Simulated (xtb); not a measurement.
xtb 6.7.1, GFN2-xTB: OB(O)[CH2][Ge]([Cl])([Cl])[Cl], 12 atoms. The geometry is a generated start, not checked to be a minimum at this level.

```yaml
run_flags: --grad
method: GFN2-xTB
"--acc": 1 (default)
"--etemp (K)": 300 (default)
basis_functions: 60
valence_electrons: 48
```

```xyz
12

Ge     1.5643     0.5791     0.4167
Cl     0.9868     2.1072     1.7835
Cl     3.3218    -0.3304     1.2588
Cl     2.1941     1.5047    -1.3886
C      0.1680    -0.8525     0.1725
B     -1.1742    -0.1815    -0.3586
O     -2.3726    -0.7967    -0.4419
O     -1.0501     1.0961    -0.7570
H      0.5753    -1.5569    -0.5518
H      0.0544    -1.3857     1.1148
H     -2.4308    -1.7035    -0.1476
H     -1.8373     1.5200    -1.1007
```

One run each on 1 thread. Values of broydamp tried: 0.02, 0.05, 0.1, 0.2, 0.4 (default), 0.6, 0.8, 1.

How does the count of SCC iterations change with broydamp, and where is it least?

Fewest SCC iterations, within one of each other: 0.4 (default) with 16, 0.6 with 16, 0.8 with 16, 1 with 16. The count rises to 26 at 0.02. All converge to one solution.

```
broydamp       SCC iterations            end
-------------  --------------  -------------
0.02                       26  same solution
0.05                       23  same solution
0.1                        21  same solution
0.2                        18  same solution
0.4 (default)              16  same solution
0.6                        16  same solution
0.8                        16  same solution
1                          16  same solution
```
